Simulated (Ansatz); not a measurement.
Take CdSe in the zinc blende structure (space group F-43m, No. 216) as the base.

```xyz
2
Lattice="0.0000 3.0037 3.0037 3.0037 0.0000 3.0037 3.0037 3.0037 0.0000" Properties=species:S:1:pos:R:3 pbc="T T T"
Cd     0.0000     0.0000     0.0000
Se     1.5019     1.5019     1.5019
```

Method: Ansatz (an electronic-structure program) LDA, spin-orbit coupling left out.

For the base:

| Item | Result |
|---|---|
| Band gap | 0.41 eV |

The change: the cell is scaled by 1.0300 in all directions, atoms relaxed at fixed cell.

Q: What does the calculation give for the band gap after the change?

A: The band gap drops by 0.18 eV, from 0.41 eV to 0.23 eV.

Q: How does this affect the energy relative to the base?

A: The energy rises by 36 meV/atom.

The cells carry an imposed strain or load. Whether these cells are dynamically stable was not tested. A zero or small gap of CdSe under isotropic strain +3.00 % can be the functional's error rather than a property of the material.
